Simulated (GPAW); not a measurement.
## Pressure against volume in cubic perovskite SrTiO3 (space group 221) (GPAW, LDA)

```yaml
crystal:
  lattice:
    - [3.75312, 0.00000, 0.00000]
    - [0.00000, 3.75312, 0.00000]
    - [0.00000, 0.00000, 3.75312]
  atoms:
    - { symbol: Sr, position: [0.00000, 0.00000, 0.00000] }
    - { symbol: Ti, position: [0.50000, 0.50000, 0.50000] }
    - { symbol: O, position: [0.50000, 0.00000, 0.50000] }
    - { symbol: O, position: [0.00000, 0.50000, 0.50000] }
    - { symbol: O, position: [0.50000, 0.50000, 0.00000] }
```

Level of theory: LDA (Perdew-Wang 92), GPAW PAW datasets LDA (gpaw-data 1.0.1) (plane waves; GPAW). Settings: mode = pw; ecut = 1040 eV; xc = LDA; kpts = 9 9 9; mesh shift (steps) = 0 0 0; occupations.name = fermi-dirac; occupations.width = 0.01 eV; nbands = -4; convergence.forces = 0.001 eV/Å; convergence.bands = -2; symmetry.symmorphic = false; symmetry.tolerance = 0.0005; maxiter = 120. The cell above is the first row's. The rows scale it uniformly. In all rows fractional positions and the k mesh are held.

| V (Å^3/atom) | P (GPa) |
|---|---|
| 10.573 | 20.89 |
| 10.803 | 14.98 |
| 11.033 | 9.65 |
| 11.263 | 4.85 |
| 11.493 | 0.57 |
| 11.723 | -3.27 |
| 11.952 | -6.76 |
| 12.182 | -9.86 |
| 12.412 | ? |

Fit P against V with a cubic, and predict the withheld value at V = 12.412.

With u = V - 11.4, the rows have u = -0.8270, -0.5970, -0.3670, -0.1370, 0.0930, 0.3230, 0.5520, 0.7820. Least squares gives P = 2.248 - 18.4772·u + 4.3529·u² - 0.6826·u³. Residuals (row less fit): -0.002, 0.004, 0.001, -0.013, 0.003, 0.019, -0.020, 0.006; standard error 0.016 (degrees of freedom: 4). The fitted pressure is zero at V0 = 11.53, where dP/dV = -17.42, so B0 = -V0·dP/dV = 201 GPa. At the withheld row, u = 1.0120, so P = 2.248 - 18.4772 × 1.0120 + 4.3529 × 1.0120² - 0.6826 × 1.0120³ = -12.700 GPa. The calculation gives -12.67 GPa, 0.030 GPa above the prediction (0.1 % of the range of P in the table). The row lies outside the fitted rows, so this is an extrapolation. From the scatter of the fitted rows alone, a prediction at this place has a standard error of 0.042 GPa, so the miss is 0.7 times that.

Carrying the step between the two nearest rows on in a straight line would have given -12.96, off by 0.29; series whose last step already gives the withheld value aren't shown. The scan was laid around a cell of about the measured size, scaled by a guess for this functional. This is the room-temperature phase, which distorts on cooling and is held here by symmetry. The runs keep the symmetry of the cell, so they don't test it for distortions. Cutoffs and mesh are single choices, not tested for convergence of this quantity. Series with a scatter that would blur these digits, or in which a gap closes, are not shown.
